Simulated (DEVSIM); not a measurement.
Device: Pt/La2O3/SiO2/p-Si capacitor, at 400 K.

| layer (left to right) | material | thickness (nm) | Na (cm⁻³) |
|---|---|---|---|
| 1 | La2O3 | 6.90 | - |
| 2 | SiO2 | 0.560 | - |
| 3 | Si | 9200 | 3.9e15 |

Metal gate on the left, work function 5.6 eV. Fixed charge at the semiconductor interface 1e10 cm⁻² (in units of +e); no interface traps.

The device is made up for the run: typed textbook-type constants, with dimensions and the other settings drawn at random. Values at 300 K; Nc and Nv go as T^1.5, mobilities as T to minus their exponent, the gap by Varshni's rule with the affinity fixed.

```tsv
parameter	La2O3	SiO2	Si
gap (eV)	5.8	9	1.124
affinity (eV)	1.8	0.9	4.05
permittivity	27	3.9	11.7
Nc (cm⁻³)	-	-	2.86e19
Nv (cm⁻³)	-	-	3.1e19
Varshni α (eV/K)	-	-	0.000473
Varshni β (K)	-	-	636
```

Simulated with DEVSIM: 1D Poisson equation in equilibrium, Boltzmann statistics, complete ionisation; no quantum confinement or tunnelling. Metal contacts follow the ideal Schottky-Mott rule: no Fermi-level pinning, no interface dipoles.

Problem. Tabulate band edges, carrier densities and field at 1.1 V on the gate.

Solution. Energies count from the Fermi level of the right contact; mesh points crowd at the junctions.

```
x (μm)    Ec (eV)  Ev (eV)  n (cm⁻³)  p (cm⁻³)  field (V/cm)
--------  -------  -------  --------  --------  ------------
0.000       2.700   -3.100     < 1e2     < 1e2          7300
0.001464    2.701   -3.099     < 1e2     < 1e2          7300
0.004000    2.703   -3.097     < 1e2     < 1e2          7300
0.006055    2.704   -3.096     < 1e2     < 1e2          7300
0.007225    3.607   -5.393     < 1e2     < 1e2         51000
0.008364    0.460   -0.637    7.1e13    4.5e11         18000
0.01145     0.465   -0.631    6.1e13    5.3e11         18000
0.02318     0.486   -0.610    3.3e13    9.7e11         17000
0.04845     0.528   -0.568    9.8e12    3.3e12         16000
0.1116      0.617   -0.480    7.5e11    4.3e13         12000
0.2691      0.738   -0.359    2.2e10    1.5e15          3900
0.8670      0.772   -0.324     8.3e9    3.9e15           ≈ 0
2.156       0.772   -0.324     8.3e9    3.9e15           ≈ 0
5.191       0.772   -0.324     8.3e9    3.9e15           ≈ 0
8.023       0.772   -0.324     8.3e9    3.9e15           ≈ 0
8.717       0.772   -0.324     8.3e9    3.9e15           ≈ 0
9.012       0.772   -0.324     8.3e9    3.9e15           ≈ 0
9.130       0.772   -0.324     8.3e9    3.9e15           ≈ 0
9.185       0.772   -0.324     8.3e9    3.9e15           ≈ 0
9.199       0.772   -0.324     8.3e9    3.9e15           ≈ 0
9.205       0.772   -0.324     8.3e9    3.9e15           ≈ 0
9.207       0.772   -0.324     8.3e9    3.9e15           ≈ 0
```
